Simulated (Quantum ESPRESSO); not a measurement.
Habitual settings against a tight run: TcRu (P-6m2, 2 atoms in the cell)

Self-consistent single point.

```
CELL_PARAMETERS angstrom
      2.79271     0.00000     0.00000
     -1.39636     2.41856     0.00000
      0.00000     0.00000     4.42028
ATOMIC_POSITIONS crystal
  Tc 0.00000 0.00000 0.00000
  Ru 0.33333 0.66667 0.50000
```

Method of the run: PBEsol, GBRV 1.5 ultrasoft (PBESOL) pseudopotentials (plane waves; Quantum ESPRESSO).

Base settings: ecutwfc = 40 Ry; ecutrho = 320 Ry; occupations = smearing; smearing = cold; degauss = 0.0099958 Ry; potentials = {Tc: tc_pbesol_v1.uspp.F.UPF, Ru: ru_pbesol_v1.2.uspp.F.UPF}; K_POINTS = automatic 11 11 6 0 0 0; conv_thr = 1e-10 Ry.

Tight run (finer mesh or higher cutoff; not a proven limit): ecutwfc: 40 Ry → 56 Ry; ecutrho: 320 Ry → 448 Ry; conv_thr: 1e-10 Ry → 7.3e-11 Ry; K_POINTS: automatic 11 11 6 0 0 0 → automatic 15 15 9 0 0 0. It gave Fermi level (on the code's own zero) 21.19 eV; pressure -25.56 GPa.

Quick runs, as changes from the base:
- A: the base itself
- B: ecutwfc: 40 Ry → 24 Ry; ecutrho: 320 Ry → 192 Ry; K_POINTS: automatic 11 11 6 0 0 0 → automatic 1 1 1 0 0 0
- C: smearing: cold → gauss; degauss: 0.0099958 Ry → 0.036749 Ry; conv_thr: 1e-10 Ry → 7.3e-05 Ry; pseudopotentials: {Tc: tc_pbesol_v1.uspp.F.UPF, Ru: ru_pbesol_v1.2.uspp.F.UPF} → {Tc: tc_lda_v1.uspp.F.UPF, Ru: ru_lda_v1.2.uspp.F.UPF}; K_POINTS: automatic 11 11 6 0 0 0 → automatic 4 4 4 0 0 0 [LDA (PZ)]
- D: ecutwfc: 40 Ry → 32 Ry; ecutrho: 320 Ry → 256 Ry; smearing: cold → gauss; K_POINTS: automatic 11 11 6 0 0 0 → automatic 6 6 6 0 0 0
- E: ecutwfc: 40 Ry → 20 Ry; ecutrho: 320 Ry → 160 Ry; conv_thr: 1e-10 Ry → 7.3e-06 Ry; K_POINTS: automatic 11 11 6 0 0 0 → automatic 8 8 8 0 0 0
- F: ecutwfc: 40 Ry → 28 Ry; ecutrho: 320 Ry → 224 Ry; smearing: cold → fd; degauss: 0.0099958 Ry → 0.0147 Ry; K_POINTS: automatic 11 11 6 0 0 0 → automatic 4 4 4 0 0 0

Energies are extrapolated to zero smearing width, which holds to low order in the width alone (under cold and Methfessel-Paxton smearing the free energy itself is taken).

Dashes: energy of C, another energy zero; pressure of C, E, not trusted under this conv_thr with d or f elements.

† marks runs with another functional, U, potentials or spin treatment: their distance from the tight run is not a convergence error alone.

The count of work is k-points × plane waves × bands × iterations; it is no time. 

The starting cell comes from a database of computed structures (which also holds hypothetical and non-ambient phases and stackings), without a prior relaxation at this level. Its lattice was rescaled by a random factor within 2.5 % of one. Spin polarisation is off. In the base run, with a pressure of about -26 GPa the cell is away from its equilibrium volume at this level.

```csv
run,energy less tight (meV/atom),pressure less tight (GPa),count of work / tight
A,8.3,0.06,0.31
B,2311.0,-9.33,0.0035
C†,–,–,0.031
D,47.5,-2.26,0.091
E,3946.3,–,0.054
F,126.7,-13.43,0.038
```

Among the runs at the tight run's level, the energy misses run from 8.3 to 3946.3 meV/atom.
